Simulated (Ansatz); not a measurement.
End structure of a constructed model of the (100) surface of bcc Fe, ferromagnetic, from a spin-polarised start, a pseudomorphic layer of Co in the host's stacking (bottom of the slab: a bare face, its two planes held):

```xyz
7
Lattice="2.8307 0.0000 0.0000 0.0000 2.8307 0.0000 0.0000 0.0000 25.0000" Properties=species:S:1:pos:R:3 pbc="T T T"
Fe     1.4154     1.4154     8.0556
Fe     0.0000     0.0000     9.4709
Fe     1.4154     1.4154    10.9167
Fe     0.0000     0.0000    12.3431
Fe     1.4154     1.4154    13.7391
Fe     0.0000     0.0000    15.2303
Co     1.4154     1.4154    16.5240
```

Slab: 7 atoms, 8.9 Å thick at the start (thin: gaps and levels are the slab's own); k 13x13x1, smearing 0.1 eV, dipole-corrected; 2 atoms held, the rest relaxed; held to the start's symmetry, so lower structures may exist; spin-polarised, ending with about 16.5 μB a cell; orders that need a larger cell were not tried, no spin-orbit, no U. It is one candidate, not shown to be the stable structure of the face.

Task: Predict the work function of the top face from PBE in Ansatz (a first-principles code).

Result: 4.12 eV
